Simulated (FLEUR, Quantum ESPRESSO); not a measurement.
A FLEUR input for a self-consistent single point of CoO (R3m, 4 atoms in the cell) (DFT, LDA (Perdew-Zunger), all-electron FLAPW (FLEUR), scalar-relativistic valence):

Input of the input generator:

```
CoO FLAPW
&input film=f /
0.2936522418 0.1695402488 0.9407573890
-0.2936522418 0.1695402488 0.9407573890
-0.0000000000 -0.3390803537 0.9407574149
10.4694724581
1.0 1.0 1.0

4
27 0.9994900000 0.9994900000 0.9994900000 : 3.00
27 0.4994970000 0.4994970000 0.4994970000 : 3.00
8 0.3754970000 0.3754970000 0.3754970000 : 0.00
8 0.8755300000 0.8755300000 0.8755300000 : 0.00

&comp jspins=2 /
&exco xctyp='pz' /
&kpt div1=8 div2=8 div3=8 gamma=t /
&end /
```

```xml
<?xml version="1.0" encoding="UTF-8" standalone="no"?>
<fleurInput fleurInputVersion="0.39">
   <comment>
      CoO FLAPW                                                                                           
   </comment>
   <calculationSetup>
      <cutoffs Kmax="4.8" Gmax="19.2" GmaxXC="19.2" numbands="0"/>
      <scfLoop itmax="100" minDistance="0.00001" maxIterBroyd="40" imix="Anderson" alpha="0.05" precondParam="0.0" spinf="2.0"/>
      <coreElectrons ctail="T" frcor="F" kcrel="0" coretail_lmax="0"/>
      <xcFunctional name="pz" relativisticCorrections="F"/>
      <magnetism jspins="2"/>
      <soc l_soc="F" theta="0.0" phi="0.0" spav="F"/>
      <expertModes spex="0" secvar="F"/>
      <geometryOptimization l_f="T" forcealpha="1.0" forcemix="BFGS" epsdisp="0.00001" epsforce="0.00001"/>
      <ldaU l_linMix="F" mixParam="0.05" spinf="1.0"/>
   </calculationSetup>
   <cell>
      <bzIntegration valenceElectrons="42.0" mode="hist" fermiSmearingEnergy="0.00183747">
         <kPointListSelection listName="default-1"/>
         <!-- k-points included here -->
         <xi:include xmlns:xi="http://www.w3.org/2001/XInclude" href="kpts.xml"> </xi:include>
      </bzIntegration>
      <!-- symmetry operations included here -->
      <xi:include xmlns:xi="http://www.w3.org/2001/XInclude" href="sym.xml"> </xi:include>
      <bulkLattice scale="1.0">
         <bravaisMatrix>
            <row-1>    3.0743840577844215     1.7749969653510216     9.8492335738895687</row-1>
            <row-2>   -3.0743840577844215     1.7749969653510216     9.8492335738895687</row-2>
            <row-3>    0.0000000000000000    -3.5499924241449565     9.8492338450489054</row-3>
         </bravaisMatrix>
      </bulkLattice>
   </cell>
   <atomSpecies>
      <species name="Cobalt (Co3.000" element="Co" atomicNumber="27">
         <mtSphere radius="2.14" gridPoints="753" logIncrement="0.016"/>
         <atomicCutoffs lmax="8" lnonsphr="6"/>
         <electronConfig flipSpins="F">
            <coreConfig>(1s1/2) (2s1/2) (2p1/2) (2p3/2) (3s1/2)</coreConfig>
            <valenceConfig>(3p1/2) (3p3/2) (4s1/2) (3d3/2) (3d5/2)</valenceConfig>
            <stateOccupation state="(3d3/2)" spinUp="2.0" spinDown="0.8"/>
            <stateOccupation state="(3d5/2)" spinUp="3.0" spinDown="1.2"/>
         </electronConfig>
         <energyParameters s="4" p="4" d="3" f="4"/>
         <lo type="SCLO" l="1" n="3" eDeriv="0"/>
      </species>
      <species name="Oxygen (O)" element="O" atomicNumber="8">
         <mtSphere radius="1.21" gridPoints="427" logIncrement="0.024"/>
         <atomicCutoffs lmax="6" lnonsphr="4"/>
         <electronConfig flipSpins="F">
            <coreConfig>(1s1/2)</coreConfig>
            <valenceConfig>(2s1/2) (2p1/2) (2p3/2)</valenceConfig>
            <stateOccupation state="(2p1/2)" spinUp="0.6666666667" spinDown="0.6666666667"/>
            <stateOccupation state="(2p3/2)" spinUp="1.333333333" spinDown="1.333333333"/>
         </electronConfig>
         <energyParameters s="2" p="2" d="3" f="4"/>
      </species>
   </atomSpecies>
   <atomGroups>
      <atomGroup species="Cobalt (Co3.000">
         <relPos label="                   1">-.0005100000 -.0005100000 -.0005100000</relPos>
         <force calculate="T" relaxXYZ="TTT"/>
      </atomGroup>
      <atomGroup species="Cobalt (Co3.000">
         <relPos label="                   2">.4994970000 .4994970000 .4994970000</relPos>
         <force calculate="T" relaxXYZ="TTT"/>
      </atomGroup>
      <atomGroup species="Oxygen (O)">
         <relPos label="                   3">.3754970000 .3754970000 .3754970000</relPos>
         <force calculate="T" relaxXYZ="TTT"/>
      </atomGroup>
      <atomGroup species="Oxygen (O)">
         <relPos label="                   4">-.1244700000 -.1244700000 -.1244700000</relPos>
         <force calculate="T" relaxXYZ="TTT"/>
      </atomGroup>
   </atomGroups>
   <output dos="F" band="F" slice="F">
      <checks vchk="F" cdinf="F"/>
      <bandDOS minEnergy="-.5*Htr" maxEnergy="0.5*Htr" sigma="0.015" storeEVData="T"/>
      <vacuumDOS vacdos="F" integ="F" star="F" nstars="0" locx1="0.0" locy1="0.0" locx2="0.0" locy2="0.0" nstm="0" tworkf="0.0"/>
      <unfoldingBand unfoldBand="F" supercellX="1" supercellY="1" supercellZ="1"/>
      <plotting iplot="0" polar="F">
         <plot TwoD="T" vec1="  1.0  0.0  0.0" vec2="  0.0  1.0  0.0" vec3="  0.0  0.0  1.0" zero="  0.0  0.0  0.0" file="plot"/>
      </plotting>
      <chargeDensitySlicing numkpt="0" minEigenval="0.0" maxEigenval="0.0" nnne="0" pallst="F"/>
      <specialOutput eonly="F"/>
      <magneticCircularDichroism mcd="F" energyLo="-10.0" energyUp="0.0"/>
   </output>
  <!-- We include the file relax.xml here to enable relaxations (see documentation) -->
  <xi:include xmlns:xi="http://www.w3.org/2001/XInclude" href="relax.xml"> <xi:fallback/> </xi:include>
</fleurInput>
```

Question: Translate this input to Quantum ESPRESSO.

Answer: One input that does it (others would too):

```fortran
&CONTROL
    calculation = 'scf'
    prefix = 'run'
    outdir = './work'
    pseudo_dir = './'
    verbosity = 'high'
    tprnfor = .true.
    tstress = .true.
/
&SYSTEM
    ibrav = 5
    celldm(1) = 10.46947246
    celldm(4) = 0.8275367218
    nat = 4
    ntyp = 2
    ecutwfc = 50
    ecutrho = 400
    occupations = 'smearing'
    smearing = 'fermi-dirac'
    degauss = 0.0036749
    nspin = 2
    starting_magnetization(1) = 0.176
/
&ELECTRONS
    conv_thr = 1.0d-9
    mixing_beta = 0.5
/
ATOMIC_SPECIES
Co    58.9332  co_lda_v1.2.uspp.F.UPF
O     15.9990  o_lda_v1.2.uspp.F.UPF
ATOMIC_POSITIONS {angstrom}
Co    0.00000000    0.00000000   15.62799565
Co    0.00000000    0.00000000    7.81012011
O     0.00000000    0.00000000    5.87125983
O     0.00000000    0.00000000   13.68976081
K_POINTS {automatic}
8 8 8  0 0 0
```

Basis settings and potentials, where a program has them, do not carry over. This input uses DFT, LDA (PZ), plane waves, GBRV 1.5 ultrasoft (LDA) pseudopotentials. LDA parametrisations can differ slightly between programs.

The starting cell comes from a database of computed structures (which also holds hypothetical and non-ambient phases and stackings), without a prior relaxation at this level. Its lattice was rescaled by a random factor within 2.5 % of one.
